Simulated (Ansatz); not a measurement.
Structures of equal composition on the (111) surface of fcc Ni, ferromagnetic: a layer of Ge in place of the second plane; a layer of Ge in place of the third plane. The slabs share one bottom face, and each structure is named by its start. These are constructed structures in small cells; real faces may alloy, dewet or reconstruct in larger ones, and not all known structures of the face are among them. Slabs of about 10 Å with all that they carry, Fermi-Dirac smearing of 0.1 eV. Bottom of the slabs: a bare face, its two planes held. Relaxed from the named starts with such symmetry as they have, on meshes of like density; energies extrapolated to zero smearing; no spin-orbit coupling, no U. Spin-polarised runs, if any, are marked in brackets, and their order is one that fits the cell; the others ran without spin. Where a second, spin-polarised start was run, the lower counts.

Method: PBE (plane waves to 420 eV, PAW; Ansatz, a quantum-chemistry and plane-wave program).

**Question.** Rank these by energy per 1x1 cell (lowest first), as PBE gives it.

**Answer.** a layer of Ge in place of the second plane (0.000 eV [spin, 2.3 μB a cell]), a layer of Ge in place of the third plane (0.050 eV [spin, 2.4 μB a cell])
